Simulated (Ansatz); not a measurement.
Input:

End structure of a constructed model of the (111)B surface of zinc-blende ZnS, S-terminated, 2x2 In adatom at T4 (bottom of the slab: 2 H on 4 bottom sites):

```xyz
35
Lattice="7.6984 0.0000 0.0000 -3.8492 6.6670 0.0000 0.0000 0.0000 30.0000" Properties=species:S:1:pos:R:3 pbc="T T T"
Zn     2.0468     1.0406     9.3658
Zn     5.7407     1.1286    10.2420
Zn    -0.0317     4.4645    10.2420
Zn     3.9713     4.3742     9.3662
S      0.0638     2.1855    10.4702
S      3.8028     2.2483    10.5029
S     -1.9703     5.5830    10.5029
S      1.9896     5.5183    10.4622
Zn     0.0000     2.2223    12.8536
Zn     3.8492     2.2223    12.8536
Zn    -1.9246     5.5558    12.8536
Zn     1.9246     5.5558    12.8536
S      0.0000     0.0000    13.6393
S      3.8492     0.0000    13.6393
S     -1.9246     3.3335    13.6393
S      1.9246     3.3335    13.6393
Zn    -0.0651    -0.0359    15.9955
Zn     3.9156    -0.0384    15.9976
Zn    -1.9226     3.3324    16.0315
Zn     1.9231     3.4078    15.9955
S      1.9258     1.1105    16.5326
S      5.7742     1.1124    16.8571
S     -0.0009     4.4437    16.8571
S      3.8507     4.4438    16.8527
Zn     1.9261     1.1103    18.7661
Zn     5.7747     0.9943    19.2854
Zn     0.1017     4.5024    19.2854
Zn     3.7493     4.5023    19.2814
S      0.0820     2.1750    19.9008
S      3.7695     2.1753    19.9005
S     -1.9238     5.6484    19.9005
S      1.9264     5.5548    20.1980
H      1.9573     1.0923     7.8268
H      3.8912     4.4204     7.8263
In     1.9247     1.1111    21.6040
```

Set-up: 35 atoms, 13.8 Å thick at the start with caps and adatoms (thin: gaps and levels are the slab's own); mesh 3x3x1; 0.025 eV smearing; dipole correction on; 8 atoms held, the rest relaxed; symmetry of the start imposed; spin-polarised, ending with about 1.0 μB a cell; orders that need a larger cell were not tried, no spin-orbit, no U. In PBE it lies 0.02 eV a 1x1 cell over the lowest computed structure of the same composition (2x2 In adatom at H3).

Problem. What is the computed highest filled level below the top vacuum level (PBE (Ansatz, an electronic-structure program))?

Solution. 5.11 eV

Problem. Predict the gap of the slab on its k-mesh from PBE.

Solution. 0.23 eV
